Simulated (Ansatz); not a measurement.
Output of an Ansatz run (abridged):

```
WARN basis.ecutwfc = 420 eV, the default
WARN ansatz: RAYON_NUM_THREADS=1 ignored (pool sized by the plan → 1); use --threads N
Pseudopotentials: kind: paw
Pseudopotential: Ag, paw, valence charge 19
Crystal: 1 atoms, lattice volume = 16.519 Å³
Basis set: ecut = 420 eV, 331 PW (Γ), exchange–correlation on 40×40×40 points (8 copies of the dense FFT grid, shifted against one another)
Bands: 14, of which v1, the nominal top of the filled ones, is band 10 counted from 1 (9 counted from 0)
Symmetry: 48 space group operations
Space group: Fm-3m (ITA 225), of the structure as read, at distance tolerance 2.5e-5 Å
k-points: 35 of 729
Initial density: superposition of atomic densities (neutral atoms: chi_scale 0, normalization atom), corrected by the library's trained network
Initial wavefunctions: pseudopotential atomic-orbital guess
Eigensolver: davidson
Functional: x = pbe(κ = 0.804, μ = 0.2195149727645171), c = pbe(β = 0.06672455060314922)
SCF iter   1: F=—  HF=-7590.539565 eV  |F-HF|=—  |Δ(HF+E_count)|=         —  Δρ=1.07e-3  dr2=8.65e-5  ethr=1.77e-3  ⟨swp⟩=4.2  Hψ=2328  notcnv=0
all-band conjugate gradients solve this SCF's bands
preconditioner: auto → none
SCF iter   2: F=—  HF=-7590.539670 eV  |F-HF|=—  |Δ(HF+E_count)|=   1.04e-4  S|Δr|=    0.00e0  Δρ=7.00e-4  dr2=4.14e-5  ethr=4.55e-7  ⟨swp⟩=2.1  Hψ=980  notcnv=0
SCF iter   3: F=—  HF=-7590.539691 eV  |F-HF|=—  |Δ(HF+E_count)|=   2.13e-5  S|Δr|=    0.00e0  Δρ=3.44e-4  dr2=1.19e-5  ethr=2.18e-7  ⟨swp⟩=2.3  Hψ=739  notcnv=0
SCF iter   4: F=—  HF=-7590.539696 eV  |F-HF|=—  |Δ(HF+E_count)|=   5.62e-6  S|Δr|=    0.00e0  Δρ=1.15e-4  dr2=1.78e-6  ethr=6.29e-8  ⟨swp⟩=2.1  Hψ=642  notcnv=0
SCF iter   5: F=-7590.539696 eV  HF=-7590.539696 eV  |F-HF|=3.13e-9  |Δ(HF+E_count)|=   4.73e-7  S|Δr|=    0.00e0  Δρ=5.37e-6  dr2=1.02e-9  ethr=5.26e-10  ⟨swp⟩=3.6  Hψ=1953  notcnv=0
the last iteration of the SCF fills more bands at one k-point than at another …
SCF 1 converged in 5 iterations: F = -7590.539696 eV  dr2 = 1.02e-9
SCF converged after 5 iterations
Stability not checked (fill_not_monotonic)
Free energy (F): -7590.539696 eV
Harris-Foulkes:  -7590.539696 eV  (|F-HF|=3.13e-9)
Internal energy: -7590.541455 eV  (E = F + TS)
E sigma→0 (E₀):  -7590.540282 eV
Entropy (-TS):   0.001759 eV (1.759 meV/atom)
Fermi energy:    18.233096 eV
--- Per-component energies (eV) ---
  E_band       = -221.907140
  E_kinetic    = 528.048730
  E_local      = -2144.089862  (includes V_loc(G=0)·N_el)
  E_nonlocal   = 79.725020
  E_hartree    = 980.576408
  E_xc         = -185.376831
  E_vxc        = -235.607985  (∫ρ·V_xc dr)
  E_paw        = -3901.790477  (= ΣΔE_a)
  E_vpaw       = -411.135645  (= ΣTr[D̂ρ^β])
  E_aug_tail   = 0.000316  (compensation charges beyond the density's cutoff)
  E_ewald      = -2947.634758
  E_smearing   = 0.001759  (= −TS)
  E_closure    = 0.000000  (closes the sum)
  Σ components = -7590.539696   (vs F -7590.539696, Δ=0.00e0)
--- Forces (eV/Å), atoms counted from 1 ---
  atom   1  Ag     0.00000000     0.00000000     0.00000000
  max |Σ_I F_I| component: 4.52e-32 eV/Å
--- Stress (GPa, compression-positive) ---
        8.620838      -0.000000       0.000000
        0.000000       8.620838      -0.000000
        0.000000       0.000000       8.620838
  P = ⅓ Tr σ = 8.6208 GPa (86.208 kbar)
  The stress holds the Pulay correction. Without it, at fixed plane waves, as pw.x and ABINIT print it: P = 8.5491 GPa
--- Band table (eV; the first three rows and the last of 35) ---
  k-point 0: bands = ["-73.9527", "-37.3325", "-37.3325", "-37.3325", "10.0811", "13.1943", "13.1943", "13.1943", "14.2919", "14.2919", "34.0403", "37.8011", "37.8011", "37.8011"]
  k-point 1: bands = ["-73.9503", "-37.3544", "-37.3357", "-37.3357", "10.4682", "13.1128", "13.2971", "13.2971", "14.2582", "14.2582", "33.9335", "35.5496", "38.0013", "38.0013"]
  k-point 2: bands = ["-73.9444", "-37.4096", "-37.3440", "-37.3440", "11.3441", "13.2157", "13.4147", "13.4147", "14.3447", "14.3447", "30.5436", "34.8390", "38.1835", "38.1835"]
  k-point 34: bands = ["-73.9263", "-37.4676", "-37.4448", "-37.3997", "12.2728", "12.6464", "13.1251", "14.3397", "15.2640", "22.2269", "25.0938", "25.9852", "27.3748", "40.0763"]
```

The structure:

```xyz
1
Lattice="0.0000 2.0214 2.0214 2.0214 0.0000 2.0214 2.0214 2.0214 0.0000" Properties=species:S:1:pos:R:3 pbc="T T T"
Ag     0.0000     0.0000     0.0000
```

Problem. Reconstruct the input of this run.

Solution. Other spellings and defaults could give the same log, and not every line can be read from it. The input that was run (DFT, PBE, plane waves, default PAW files):

Ansatz 0.2 input:
```yaml
# Ag
crystal:
  lattice:
    - [0.000000, 2.021397, 2.021397]
    - [2.021397, 0.000000, 2.021397]
    - [2.021397, 2.021397, 0.000000]
  atoms:
    - { symbol: Ag, position_ang: [0.000000, 0.000000, 0.000000] }
kpoints:
  mp_grid: { grid: [9, 9, 9] }
hamiltonian:
  xc: pbe
  pseudopotentials: { kind: paw }
scf:
  occupations: { method: cold, width: 0.2 }
output:
  forces: true
  eigenvalues: true
  stress: true
```

The starting cell comes from a database of computed structures (which also holds hypothetical and non-ambient phases and stackings), without a prior relaxation at this level. Its lattice was rescaled by a random factor within 2.5 % of one. With a pressure of about 9 GPa the cell is away from its equilibrium volume at this level. Ansatz's pressure includes its estimate of the finite-basis (Pulay) stress.

Ansatz is a first-principles code.
